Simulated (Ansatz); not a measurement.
Consider this model of amorphous In9Ga9Zn9O35F2.

```xyz
64
Lattice="9.3842 0.0000 0.0000 0.0000 9.3842 0.0000 0.0000 0.0000 9.3842" Properties=species:S:1:pos:R:3 pbc="T T T"
In     1.5738     1.4396     6.8715
In     4.2009     4.9640     5.0131
In     0.0749     2.2620     3.7069
In     5.9498     2.1406     3.5888
In     7.7626     9.1682     6.0845
In     3.0125     0.4188     3.0243
In     7.5830     5.0910     3.4078
In     8.8572     3.8632     0.0215
In     1.0879     6.8705     9.1631
Ga     6.7247     1.0322     9.0138
Ga     9.0467     8.1813     2.8373
Ga     0.8758     6.7582     5.3045
Ga     3.6915     9.2859     9.0948
Ga     3.9362     6.5342     1.5953
Ga     5.7052     4.1701     0.7181
Ga     3.3199     3.7258     7.9490
Ga     0.4724     0.6888     0.5417
Ga     5.9201     7.8049     3.6569
Zn     3.2489     3.2092     2.0040
Zn     6.9366     3.0459     6.3262
Zn     7.0833     7.5826     0.4389
Zn     3.2798     8.0730     5.8825
Zn     1.2298     5.2658     2.7095
Zn     4.6220     1.1424     6.3775
Zn     4.9674     6.7867     7.9615
Zn     7.9485     6.1139     7.4154
Zn     0.4934     4.3529     6.3804
O      0.9533     7.1378     1.9992
O      2.2979     0.3142     0.9790
O      3.4308     1.6547     7.9341
O      4.3981     5.0832     7.1568
O      4.2504     8.5454     7.3883
O      5.9611     6.1401     4.5505
O      5.4863     9.2355     0.3193
O      5.5600     6.0946     0.5147
O      6.9208     2.8668     0.1251
O      9.2033     8.1296     4.7087
O      7.3950     7.3075     2.5281
O      3.1476     7.2308     0.0523
O      9.2518     1.3320     5.7349
O      6.3575     0.0577     4.4424
O      8.1640     4.1836     7.2521
O      5.0732     2.9837     5.3716
O      5.9586     4.0942     2.5351
O      4.5102     1.6573     2.2905
O      3.9762     3.7363     0.2834
O      2.9989     0.4608     5.1942
O      6.5360     1.2665     7.1253
O      2.0449     2.3718     3.2570
O      0.5357     2.1445     8.8058
O      8.4860     6.0576     9.3824
O      6.8755     7.6036     7.2240
O      2.6937     6.5557     5.0127
O      7.6583     3.0615     4.3971
O      0.5901     6.3641     7.0775
O      0.1326     5.2215     4.4966
O      4.2679     7.9468     2.8098
O      9.2225     0.5943     2.3762
O      2.1589     3.5008     6.4654
O      8.2048     9.2617     9.3487
O      9.1399     4.0276     2.1420
O      3.2105     5.1411     2.6900
F      1.6007     4.7042     9.0868
F      1.2300     8.8894     8.0237
```

All values below come from PBE, scalar-relativistic without spin-orbit coupling (plane waves to 420 eV, PAW; Ansatz, an electronic-structure program).

The cell was made by melting and quenching with the CHGNet potential and then relaxed with DFT. O and F atoms were pushed apart under 1.9 Å during the dynamics, to hinder bonds among them. The hot cell started wider than the set density and was brought back towards it in steps. It is the lowest in DFT energy of 2 quenches. It is a model cell: composition and starting density were chosen by hand, and all elements were melted together. No dispersion term was used. Its density started from a set value of 5.84 and ended at 5.72 g/cm³. The simulated quench (nominally 260 K/ps over its main leg) is rapid and tends to freeze in more defects than a deposited or slowly cooled glass has. Values belong to this one cell and scatter from quench to quench. The volume was free in the relaxation, at fixed shape. Stress components on the final sampling reach 1.6 GPa.

Cut-offs for bonds: In-In 3.12 Å, In-Ga 2.90 Å, In-Zn 2.90 Å, In-O 2.66 Å, In-F 2.39 Å, Ga-Ga 2.68 Å, Ga-Zn 2.68 Å, Ga-O 2.32 Å, Ga-F 2.15 Å, Zn-Zn 2.68 Å, Zn-O 2.48 Å, Zn-F 2.15 Å, O-O 1.58 Å, O-F 1.48 Å, F-F 1.37 Å. Two cations that share two anions don't count as bonded, nor two that share one unless they lie closer than In-In 3.04 Å, In-Ga 2.82 Å, In-Zn 2.82 Å, Ga-Ga 2.61 Å, Ga-Zn 2.61 Å, Zn-Zn 2.61 Å.

Q: Give the coordination numbers, mean bond lengths and angles.

A: 
```
Property                                                          Value
---------------------------------  ------------------------------------
Mean coordination of In by anions             5.44 (5 with 5, 4 with 6)
Mean coordination of Ga by anions             4.11 (8 with 4, 1 with 5)
Mean coordination of Zn by anions   4.22 (1 with 3, 5 with 4, 3 with 5)
Mean coordination of O                      3.43 (20 with 3, 15 with 4)
Mean coordination of F                                  2.00 (2 with 2)
Mean In-O bond                     2.198 Å (spread 0.100 Å, 45 counted)
Mean Zn-O bond                     2.045 Å (spread 0.121 Å, 38 counted)
Mean Ga-O bond                     1.907 Å (spread 0.073 Å, 37 counted)
Mean In-F bond                      2.284 Å (spread 0.037 Å, 4 counted)
Bond angle at In                              mean 105.7°, spread 30.3°
Bond angle at Ga                              mean 109.0°, spread 16.8°
Bond angle at Zn                              mean 108.1°, spread 24.6°
Bond angle at O                               mean 111.8°, spread 14.9°
```

Q: List the pairs of like atoms that count as bonded by the rules above.

A: There are none by these rules.

Q: What Bader charges do the atoms carry, from a run on the zone centre alone?

A: Means (range): In +1.84 e (+1.79 to +1.90), Ga +1.83 e (+1.79 to +1.88), Zn +1.23 e (+1.15 to +1.29), O -1.22 e (-1.26 to -1.16), F -0.79 e (-0.79 to -0.78).
```
atom  charge (e)
----  ----------
In1        +1.85
In2        +1.85
In3        +1.81
In4        +1.79
In5        +1.83
In6        +1.83
In7        +1.84
In8        +1.87
In9        +1.90
Ga10       +1.83
Ga11       +1.81
Ga12       +1.79
Ga13       +1.87
Ga14       +1.81
Ga15       +1.83
Ga16       +1.88
Ga17       +1.84
Ga18       +1.81
Zn19       +1.26
Zn20       +1.26
Zn21       +1.29
Zn22       +1.15
Zn23       +1.22
Zn24       +1.26
Zn25       +1.26
Zn26       +1.18
Zn27       +1.21
O28        -1.23
O29        -1.20
O30        -1.21
O31        -1.22
O32        -1.20
O33        -1.22
O34        -1.21
O35        -1.23
O36        -1.25
O37        -1.25
O38        -1.24
O39        -1.21
O40        -1.19
O41        -1.25
O42        -1.20
O43        -1.20
O44        -1.24
O45        -1.16
O46        -1.23
O47        -1.19
O48        -1.22
O49        -1.18
O50        -1.23
O51        -1.21
O52        -1.17
O53        -1.19
O54        -1.19
O55        -1.24
O56        -1.25
O57        -1.23
O58        -1.26
O59        -1.20
O60        -1.24
O61        -1.21
O62        -1.19
F63        -0.78
F64        -0.79
```
